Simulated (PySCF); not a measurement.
PySCF 2.14.0, PBE/def2-tzvp, df: Mg(Me)(GeH3) ([CH3][Mg][GeH3]), 9 atoms. The geometry is a generated start, not checked to be a minimum at this level.

| Quantity | Value |
|---|---|
| task | energy |
| method | pbe |
| basis | def2-tzvp |
| two-electron scheme | density fitting |
| mol.max_memory | 3000 MB |
| mf.max_cycle | 100 |
| mf.init_guess | minao (default) |
| mf.DIIS | CDIIS (default) |
| mf.diis_space | 8 (default) |
| mf.conv_tol | 1e-09 (default) |
| mf.grids.level | 3 (default) |
| basis functions | 147 |
| grid points | 112192 |

```xyz
9

Mg    -0.0558     0.2566    -0.1639
C     -0.3294     1.9371    -1.4074
H     -1.1390     2.5775    -1.0466
H     -0.5855     1.6673    -2.4347
H      0.5581     2.5714    -1.4661
Ge     0.2835    -1.7678     1.2991
H      1.1363    -2.9232     0.7720
H      0.9969    -1.6815     2.6479
H     -0.8650    -2.6376     1.7997
```

One run each on 2 threads, 1 BLAS thread. Values of level_shift (Hartree) tried: 0 (default), 0.1, 0.3, 1.

Predict the course of the Fock builds along this series.

Fewest Fock builds, within one of each other: 0 (default) with 13, 0.1 with 12. The count rises to 47 at 1. All converge to one solution.

```
level_shift (Hartree)  Fock builds            end
---------------------  -----------  -------------
0 (default)                     13  same solution
0.1                             12  same solution
0.3                             19  same solution
1                               47  same solution
```
